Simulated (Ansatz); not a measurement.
## Ir: response to strain

The reference is Ir in the fcc (Cu type) structure (space group Fm-3m, No. 225).

```xyz
1
Lattice="0.0000 1.9152 1.9152 1.9152 0.0000 1.9152 1.9152 1.9152 0.0000" Properties=species:S:1:pos:R:3 pbc="T T T"
Ir     0.0000     0.0000     0.0000
```

Cartesian axes are those of the cell as printed.

Strains are applied to the cell and any free atomic positions relax; under biaxial strain the out-of-plane vector relaxes too.

Computed with plane-wave PAW DFT at the PBEsol level (Ansatz, a first-principles code, 420 eV), spin-orbit coupling left out.

Notes on the quantities. pressure: mean of the normal stresses, compression positive.

```tsv
variant	pressure	space group	volume per atom
base	0.0 GPa	Fm-3m (No. 225)	14.05 Å³
biaxial strain −1.13 %, plane normal [001], relaxed out of plane	5.6 GPa	I4/mmm (No. 139)	13.86 Å³
biaxial strain +0.54 %, plane normal [001], relaxed out of plane	-2.5 GPa	I4/mmm (No. 139)	14.14 Å³
biaxial strain −0.30 %, plane normal [111], relaxed out of plane	1.7 GPa	R-3m (No. 166)	13.99 Å³
uniaxial strain ε_xx = +1.30 %	-4.8 GPa	I4/mmm (No. 139)	14.23 Å³
uniaxial strain ε_xx = +3.91 %	-13.1 GPa	I4/mmm (No. 139)	14.60 Å³
uniaxial strain ε_yy = −1.29 %	5.2 GPa	I4/mmm (No. 139)	13.87 Å³
uniaxial strain ε_zz = +0.80 %	-3.0 GPa	I4/mmm (No. 139)	14.16 Å³
tensor shear ε_xy = +0.44 %	0.0 GPa	Immm (No. 71)	14.05 Å³
tensor shear ε_xz = −1.11 %	0.2 GPa	Immm (No. 71)	14.05 Å³
```

Without a gap, meshes like the base's 21×21×21 leave anisotropic stresses uncertain by several tenths of a GPa, and small strain energies with them. No phonon test of stability was made. The final runs are not spin-polarised.
